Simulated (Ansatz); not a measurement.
## CoAl under load (space group Cmmm): band-structure transport figures

Given:

```
AlCo
1.0
    2.83080     0.00925     0.00000
    0.00925     2.83080     0.00000
    0.00000     0.00000     2.81587
Al Co
1 1
Direct
  0.00000   0.00000   0.00000
  0.50000   0.50000   0.50000
```

The numbers are results of PBEsol, rigid bands (plane waves, PAW, scalar-relativistic; Ansatz, a quantum-chemistry and plane-wave program), not measurements. Condition of this run: uniaxial stress along [110] of -2 GPa (compression positive) (the target of the relaxation). How the cell was made: cell and atoms relaxed with PBEsol, then loaded as said.

```json
{
  "density of states at the Fermi level": "0.685 states/(eV·cell), both spins",
  "bare Sommerfeld coefficient": "0.81 mJ/(mol of atoms·K²)",
  "drude_plasma_energy": "4.0 eV",
  "root-mean-square Fermi velocity": "4.5e5 m/s",
  "resistivity times τ": "30 (x), 30 (y), 31 (z) ×10⁻²² Ω·m·s"
}
```

A metal at this level (no band gap); rigid bands, thermally averaged at 300 K, both spins. Spin-orbit coupling is left out. τ is one relaxation time for all states.

Treated as nonmagnetic (a ferromagnetic start lost its moment, other orders weren't tried): CoAl under load (space group Cmmm).
